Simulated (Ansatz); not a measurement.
Ge3N4 (P6₃/m, No. 176; cell taken from a computed entry) was calculated with LDA (Ansatz, a first-principles code, PAW).

Run with plane-wave cutoff 520 eV, 6×6×12 k mesh (along the axes of the cell as run), scalar-relativistic PAW data made under PBE.

Cell (relaxed at this level):

Ge₃N₄ is modelled in the hexagonal space group P6₃/m (No. 176), Pearson symbol hP14. Lattice parameters: a = b = 7.9916 Å, c = 3.0596 Å, α = β = 90.00°, γ = 120.00°. Ge on 6h is coordinated by 4 N at 1.820–1.835 Å (tetrahedral). N1 on 2c is coordinated by 3 Ge at 1.820 Å (trigonal planar). N2 on 6h has 3 Ge at 1.825–1.835 Å (trigonal planar). (Neighbours: up to the widest gap in distance over summed covalent radii, below 1.35, at either atom.)

Give the computed Voigt–Reuss–Hill bulk modulus, Voigt–Reuss–Hill shear modulus (Hill average), Young modulus and Poisson ratio.


* **Voigt–Reuss–Hill bulk modulus**: 199 GPa
* **Voigt–Reuss–Hill shear modulus (Hill average)**: 83.2 GPa
* **Young modulus**: 219 GPa
* **Poisson ratio**: 0.316

Note: the relaxation could not lower the start's symmetry, so the cell can be a saddle point above a distorted one.

Elastic constants are with the ions relaxed.

Computed values are for the static lattice.

Cost on a shared machine: very roughly 2.1 core-hours.
